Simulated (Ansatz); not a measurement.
Abridged Ansatz (an electronic-structure program) output:

```
Relaxation: its limit of steps is 50 (relax.max_steps)
Pseudopotential: Al, paw, valence charge 3
Pseudopotential: Ti, paw, valence charge 12
Crystal: 2 atoms, lattice volume = 34.008 Å³
Basis set: ecut = 500 eV, 855 PW (Γ), exchange–correlation on 96×96×128 points (64 copies of the dense FFT grid, shifted against one another)
Bands: 12, of which v1, the nominal top of the filled ones, is band 8 counted from 1 (7 counted from 0)
Symmetry: 16 space group operations
k-points: 528 of 5600
Functional: x = r2scan, c = r2scan; τ floored in thin density (d = 2e-4 eV/Å³)
SCF iter   1: F=—  HF=-3045.755491 eV  |F-HF|=—  |Δ(HF+E_count)|=         —  Δρ=4.78e-2  dr2=7.35e-1  dr2_τ=3.29e-2  ethr=3.10e-3  ⟨swp⟩=4.3  Hψ=31816  notcnv=0
SCF iter   2: F=—  HF=-3045.692762 eV  |F-HF|=—  |Δ(HF+E_count)|=   6.27e-2  Δρ=2.31e-2  dr2=2.48e-1  dr2_τ=2.94e-3  ethr=3.10e-3  ⟨swp⟩=2.7  Hψ=15127  notcnv=0
SCF 1 converged in 9 iterations: F = -3045.657183 eV  dr2 = 1.08e-10
relax step   1: F+E_penalty+E_count = -3045.65718331 eV  Δ(F+E_penalty+E_count) = +0.000e0 eV  max|allowed force component| = 9.124e-30 eV/Å  Δτ_max = 0.0000 Å  (9 SCF iters, accepted)
Crystal: 2 atoms, lattice volume = 34.008 Å³
SCF iter   1: F=—  HF=-3045.657183 eV  |F-HF|=—  |Δ(HF+E_count)|=         —  Δρ=5.44e-7  dr2=1.08e-10  dr2_τ=6.01e-12  ethr=1.00e-12  ⟨swp⟩=1.2  Hψ=34443  notcnv=0
SCF iter   2: F=-3045.657183 eV  HF=-3045.657183 eV  |F-HF|=7.09e-11  |Δ(HF+E_count)|=  1.77e-11  Δρ=4.11e-7  dr2=9.23e-11  dr2_τ=2.80e-12  ethr=1.00e-12  ⟨swp⟩=3.9  Hψ=17456  notcnv=0
SCF 2 converged in 2 iterations: F = -3045.657183 eV  dr2 = 9.23e-11
SCF converged after 2 iterations
Free energy (F): -3045.657183 eV
Internal energy: -3045.601875 eV  (E = F + TS)
E sigma→0 (E₀):  -3045.629529 eV
Entropy (-TS):   -0.055308 eV (-27.654 meV/atom)
Fermi energy:    10.349382 eV
--- Forces (eV/Å), atoms counted from 1 ---
  atom   1  Al    -0.00000000    -0.00000000     0.00000000
  atom   2  Ti     0.00000000     0.00000000     0.00000000
--- Stress (GPa, compression-positive) ---
       -4.226248       0.000000       0.000000
        0.000000      -4.226248       0.000000
        0.000000       0.000000      -9.765728
  P = ⅓ Tr σ = -6.0727 GPa (-60.727 kbar)
--- Relaxed structure (1 steps of the walk, 1 accepted, 0 SCFs on fresh bases) ---
  atoms:
    - { symbol: Al, position: [0.5, 0.5, 0.5000000000000001] }
    - { symbol: Ti, position: [0.0, 0.0, 0.0] }
```

Question: What was computed, and what are the main results?

Answer: TiAl, 2 atoms in the cell, with r2SCAN, PAW, 500 eV (Ansatz; spin-orbit coupling left out), earlier PAW set. The last SCF converged to F = -3045.657183 eV, or -1522.8286 eV per atom, at a pressure of -6.07 GPa. The total energy compares only with runs of the same code, potentials and settings.

The cells carry an imposed strain or load. No phonon test of stability was made. The final runs are not spin-polarised. The cell was made from TiAl (space group P4/mmm, No. 123) by this change: uniaxial strain ε_zz = +5.83 %.

Keys are those of Ansatz 0.2.
